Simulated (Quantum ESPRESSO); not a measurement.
Input and output of a self-consistent single point for InSb (F-43m, 2 atoms in the cell) (Quantum ESPRESSO).

Computed with PBE, SSSP 1.1.2 efficiency (PBE) pseudopotentials (plane waves; Quantum ESPRESSO).

```xyz
2
Lattice="-3.3173 0.0000 3.3173 0.0000 3.3173 3.3173 -3.3173 3.3173 0.0000" Properties=species:S:1:pos:R:3 pbc="T T T"
In     0.0000     0.0000     0.0000
Sb    -1.6586     1.6586     1.6586
```

Reference input (self-consistent single point, DFT, PBE, plane waves, SSSP 1.1.2 efficiency (PBE) pseudopotentials): ecutwfc = 55 Ry; ecutrho = 440 Ry; occupations = smearing; smearing = fd; degauss = 0.0073499 Ry; potentials = {In: In.pbe-dn-rrkjus_psl.0.2.2.UPF, Sb: sb_pbe_v1.4.uspp.F.UPF}; K_POINTS = automatic 7 7 7 0 0 0; conv_thr = 1e-11 Ry. This run's input differs from it in these lines:

```diff
@@ -12,4 +12,4 @@
   ntyp = 2
-  ecutwfc = 55
-  ecutrho = 440
+  ecutwfc = 72
+  ecutrho = 576
   occupations = 'smearing'
```

Output (repeated stretches shortened):

```
     Self-consistent Calculation

     iteration #  1     ecut=    72.00 Ry     beta= 0.70

     total energy              =    -329.63031744 Ry
     estimated scf accuracy    <       0.53640920 Ry

     iteration #  2     ecut=    72.00 Ry     beta= 0.70

     total energy              =    -329.80506396 Ry
     estimated scf accuracy    <       0.04221497 Ry

     iteration #  3     ecut=    72.00 Ry     beta= 0.70

     total energy              =    -329.81286571 Ry
     estimated scf accuracy    <       0.00117957 Ry

   [... 9 blocks of this kind left out ...]

     iteration # 13     ecut=    72.00 Ry     beta= 0.70

     total energy              =    -329.81345385 Ry
     estimated scf accuracy    <          3.8E-11 Ry

     iteration # 14     ecut=    72.00 Ry     beta= 0.70
     End of self-consistent calculation

     the Fermi energy is     6.6217 ev

!    total energy              =    -329.81345385 Ry
     estimated scf accuracy    <          2.0E-13 Ry
     smearing contrib. (-TS)   =      -0.00027204 Ry
     internal energy E=F+TS    =    -329.81318181 Ry

     convergence has been achieved in  14 iterations

     Forces acting on atoms (cartesian axes, Ry/au):

     atom    1 type  1   force =     0.00000000    0.00000000    0.00000000
     atom    2 type  2   force =     0.00000000   -0.00000000   -0.00000000

     Total force =     0.000000     Total SCF correction =     0.000000

          total   stress  (Ry/bohr**3)                   (kbar)     P=        0.20
   0.00000139  -0.00000000  -0.00000000            0.20       -0.00       -0.00
  -0.00000000   0.00000139   0.00000000           -0.00        0.20        0.00
  -0.00000000   0.00000000   0.00000139           -0.00        0.00        0.20

   JOB DONE.
```

The run converged in 14 iterations. Against the reference run the free energy goes down by 5.4 meV/atom and the pressure stays at 0.02 GPa.

The starting cell comes from a database of computed structures (which also holds hypothetical and non-ambient phases and stackings), without a prior relaxation at this level. Its lattice was rescaled by a random factor within 2.5 % of one. The run gives no clean gap (levels at the Fermi energy touch, overlap or are partly filled at this smearing), which alone does not show that the compound is a metal.

Cost on one core of a shared machine: roughly 50 s.
